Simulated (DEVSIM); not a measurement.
Structure: illuminated GaAs p-on-n cell, one wavelength, at 350 K.

Layer 1 from the left is GaAs, thickness (μm) 0.0870, Na (cm⁻³) 1.1e18, τn (s) 9.6e-10, τp (s) 5.1e-9, absorption coefficient (cm⁻¹) 27000. Layer 2 from the left is GaAs, thickness (μm) 1.20, Nd (cm⁻³) 2e15, τn (s) 6e-8, τp (s) 6e-8, absorption coefficient (cm⁻¹) 27000.

Left contact: ohmic, minority electron recombination velocity 7e5 cm/s. Right contact: ohmic, minority hole recombination velocity 200 cm/s. Voltage is applied to the left contact. Recombination: SRH at mid-gap, radiative, Auger. Light enters at the left, 2.8e18 photons cm⁻² s⁻¹, one pass, no reflection. Mobility is μmin + (μ − μmin)/(1 + (N/Nref)^α).

The device is made up for the run: typed textbook-type constants, with dimensions and the other settings drawn at random. Values at 300 K; Nc and Nv go as T^1.5, mobilities as T to minus their exponent, the gap by Varshni's rule with the affinity fixed.

GaAs: gap (eV) 1.424, affinity (eV) 4.07, permittivity 12.9, Nc (cm⁻³) 4.7e17, Nv (cm⁻³) 9e18, μn (cm²/Vs) 8500, μp (cm²/Vs) 400, μn,min 500, μp,min 20, Nref,n 6e16, Nref,p 1.5e17, αn 0.39, αp 0.38, T exponent of μn 2.1, T exponent of μp 2.2, B (cm³/s) 2e-10, Cn (cm⁶/s) 1e-30, Cp (cm⁶/s) 1e-30, Varshni α (eV/K) 0.000541, Varshni β (K) 204.

Model (solved in DEVSIM): 1D drift-diffusion, Boltzmann statistics, complete ionisation; no tunnelling, impact ionisation, image-force lowering or self-heating.

Dark forward current:

```tsv
|V| (V)	|J| (A/cm²)
0.05	2.556e-9
0.10	8.116e-9
0.15	2.103e-8
0.20	5.162e-8
0.25	1.245e-7
0.30	2.990e-7
0.35	7.189e-7
0.40	1.735e-6
0.45	4.219e-6
0.50	1.038e-5
0.55	2.597e-5
0.60	6.692e-5
0.65	0.0001809
0.70	0.0005265
0.75	0.001699
0.80	0.006177
0.85	0.02496
0.90	0.1058
0.95	0.4349
1.00	1.777
1.05	7.875
1.10	37.63
1.15	186.4
1.20	924.8
1.25	4427
```

Task: Work out the local ideality factor n = ΔV / (kT/q · ln(J2/J1)) between the rows 0.15 and 0.20 V, 1.15 and 1.20 V, 1.20 and 1.25 V.

Result: kT/q = 30.16 mV. From 0.15 to 0.20 V: ln(5.162e-8/2.103e-8) = 0.898, n = 1.85. From 1.15 to 1.20 V: ln(924.8/186.4) = 1.602, n = 1.04, near the 1 of diffusion or emission over a barrier. From 1.20 to 1.25 V: ln(4427/924.8) = 1.566, n = 1.06, near the 1 of diffusion or emission over a barrier.

Task: What current could the absorbed light give at most, and what share is collected?

Result: Σ αd = 3.47, so qΦ(1 − exp(−Σ αd)) = 435 mA/cm². The simulated short-circuit current is 429.7 mA/cm², a share of 0.99.

Task: Estimate the open-circuit voltage by superposition: the voltage at which the dark current equals that short-circuit current.

Result: Interpolating ln J in the table gives 0.950 V. The simulation gives 0.949 V, the same within the digits that matter. Superposition holds where collection doesn't change with voltage.

Task: Estimate the fill factor from FF0 = (v − ln(v + 0.72))/(v + 1), v = qVoc/(nkT), with n from the dark curve.

Result: The rows about Voc, 0.90 and 0.95 V, give n = 1.17, so v = 26.8 and FF0 = 0.845. The simulation gives 0.845, the same within the digits that matter.
